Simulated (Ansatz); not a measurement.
**A computed series for hypothetical rock salt BeTe: alloy series**

Take BeTe in the rock salt structure (space group Fm-3m, No. 225; a = 5.370 Å; a hypothetical phase, not in the database extracts checked) as the base.

The other end (x = 1) is BeSn in the rock salt structure (space group Fm-3m, No. 225; a hypothetical phase, not in the database extracts checked): 18.05 Å³/atom, gap zero; this end may not be an ambient phase.

Sn replaces a fraction x of Te; each row is one arrangement (x, atoms in the cell, starting space group or random), fully relaxed.

The values are results of r2SCAN (Ansatz, an electronic-structure program), no spin-orbit coupling, not measurements.

Notes on the quantities. mixing energy: to 0.01 eV only: unlike meshes or grids; against an end that may be hypothetical; deviation of the volume from the linear: Vegard-type) interpolation.

| variant | mixing energy | deviation of the volume from the linear | density | shortest interatomic distance |
|---|---|---|---|---|
| base | – | – | 5.86 g/cm³ | 2.685 Å |
| x(Sn) = 0.333, 6 atoms, Immm | +0.06 eV/atom | -1.1 % | 5.93 g/cm³ | 2.582 Å |
| x(Sn) = 0.5, 8 atoms, C2/m | +0.03 eV/atom | +0.3 % | 5.85 g/cm³ | 2.537 Å |
| x(Sn) = 0.5, 4 atoms, P4/mmm | +0.05 eV/atom | -1.7 % | 5.97 g/cm³ | 2.618 Å |
| x(Sn) = 0.75, 8 atoms, Pm-3m | +0.03 eV/atom | -1.3 % | 5.95 g/cm³ | 2.627 Å |

These are small ordered cells, not random alloys; other orderings at the same x differ. Whether these cells are dynamically stable was not tested. The final runs are not spin-polarised.
